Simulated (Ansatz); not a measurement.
# La2O3 (within 0.1 Å of P-3m1, No. 164, 15 atoms in the cell; start mp-557691)

Calculation: LDA (plane waves, PAW; Ansatz, a program for electronic structure).

Run with plane-wave cutoff 520 eV, 10×10×4 k mesh (along the axes of the cell as run), Fermi–Dirac smearing 0.01 eV, scalar-relativistic PAW data made under PBE.

Cell (relaxed with PBEsol):

```
CELL_PARAMETERS angstrom
      6.92030    -1.95315    -0.16583
      6.92030     1.95315    -0.16583
     -1.75074     0.00000     8.89884
ATOMIC_POSITIONS crystal
  La 0.30716 0.30716 0.85962
  La 0.69284 0.69284 0.14038
  La 0.64043 0.64043 0.52611
  La 0.35957 0.35957 0.47389
  La 0.02628 0.02628 0.80703
  La 0.97372 0.97372 0.19297
  O  0.15991 0.15991 0.67341
  O  0.84009 0.84009 0.32659
  O  0.16645 0.16645 0.33317
  O  0.83355 0.83355 0.66683
  O  0.50698 0.50698 0.65974
  O  0.49302 0.49302 0.34026
  O  0.17356 0.17356 0.99306
  O  0.82644 0.82644 0.00694
  O  0.50000 0.50000 0.00000
```

| Item | Value |
|---|---|
| band gap | 3.73 eV |
| smallest direct gap on the k points sampled | 3.82 eV |
| Γ–Γ gap | 4.27 eV |

Note: cell and atoms aren't relaxed at this level (largest force component 0.07 eV/Å, pressure -3.4 GPa).

Spin–orbit coupling is not included.

Computing time: about 9 core-minutes (a rough figure).

A start named mp-… is a Materials Project structure, which need not be a measured phase.
